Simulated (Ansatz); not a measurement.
Si (diamond structure), cut as [100] wire, round, centred on atom, 1.00 nm across, dimers on {100} faces where they fit, ended by OH. Cell contents Si21O12H12; atoms relaxed. k-points: Γ-centred 1×1×5 mesh; occupations: Fermi-Dirac, 0.020 eV; spin polarisation not allowed. No spin-orbit coupling.

 The period along the axis is held at the bulk value.

Task: What electronic structure (gap or metallic character) does PBE (Ansatz, a first-principles code) give?

Result: 
electronic character: not metallic
Kohn-Sham band gap: 0.98 eV
character of the gap on the mesh and a band path of the cell's zone: indirect
k-point of the valence-band top (reciprocal lattice units): (0.000, 0.000, 0.375)
k-point of the conduction-band bottom (reciprocal lattice units): (0.000, 0.000, 0.000)
weight of the highest filled level on the outer atoms and the ending: 0.54
weight of the lowest empty level on the outer atoms and the ending: 0.72
electron mass at the zone centre: 0.70 mₑ along the axis
change of bonding against the cut: none
number of neighbours within 2.815 Å (ending not counted): 3 for 12 atoms, 4 for 9 atoms
mean Si-Si distance (least to greatest): 2.385 Å (2.328 to 2.474)
